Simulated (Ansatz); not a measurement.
The Bader charge of Ca in a series of structures.

Cell A: CaF2 (fluorite, Fm-3m), 3 atoms in the cell, k-point mesh 10×10×10 on the run's own vectors.
```
CaF2
1.0
    0.00000     2.75589     2.75589
    2.75589     0.00000     2.75589
    2.75589     2.75589     0.00000
Ca F
1 2
Direct
  0.00000   0.00000   0.00000
  0.75000   0.75000   0.75000
  0.25000   0.25000   0.25000
```

Cell B: a stack of composition Ca3Si8HF5 built on Si (diamond, Fd-3m) (111), with 8 atoms on that crystal's sites, 17 atoms, hexagonal cell of 3.87 Å (13.0 Å²), symmetry P3m1, 21.3 Å thick under 16 Å of vacuum, in-plane vectors held at the crystal's, which may strain the added film; planes from bottom to top: H | Si × 8 | Ca | F × 2 | Ca | F × 2 | Ca | F, its two faces unlike (dipole correction applied); spin state with PBE: run without spin, k-point mesh 14×14×1.
```
CELL_PARAMETERS angstrom
      3.86787     0.00000     0.00000
      1.93393     3.34967     0.00000
      0.00000     0.00000    37.21186
ATOMIC_POSITIONS crystal
  Si 0.00000 0.00000 0.25553
  Si 0.33333 0.33333 0.27600
  Si 0.33333 0.33333 0.33956
  Si 0.66667 0.66667 0.36080
  Si 0.66667 0.66667 0.42444
  Si 0.00000 0.00000 0.44549
  Si 0.00000 0.00000 0.50890
  Si 0.33333 0.33333 0.53318
  H  0.00000 0.00000 0.21509
  Ca 0.00000 0.00000 0.59226
  F  0.66667 0.66667 0.61368
  F  0.00000 0.00000 0.65697
  Ca 0.66667 0.66667 0.67861
  F  0.33333 0.33333 0.70041
  F  0.66667 0.66667 0.74260
  Ca 0.33333 0.33333 0.76436
  F  0.00000 0.00000 0.78653
```

Plane-wave PAW calculations with Ansatz (a quantum-chemistry and plane-wave program), its default PAW set, cutoff 420 eV, 500 eV for r2SCAN. The structures are at rest with PBE, within the held lattices; other levels are single points on them. Neutral cells; Fermi-Dirac smearing of at most 0.10 eV in the solids, energies taken to zero width. The lattices are those relaxed with PBE or held as stated, so at other levels the solids can be strained, which adds to the spread. Cells are local rest points, mostly with their start's symmetry. No correction for cell size. A dispersion term ran beside these levels; it doesn't touch the electrons. Electrons of density maxima off the nuclei are shared among the atoms. Mean over the atoms, with the range where they differ; positive means electrons lost.

Q: Predict the Bader charge of Ca (e) of each cell with r2SCAN.

A: 
```csv
system,r2SCAN
A,1.70
B,1.66 (1.56 to 1.71)
```

With r2SCAN the value of A exceeds that of B by 0.04 e.

Q: And at the other levels?

A: 
```csv
cell,PBE
A,1.67
B,1.62 (1.51 to 1.68)
```

With PBE the value of A exceeds that of B by 0.05 e.
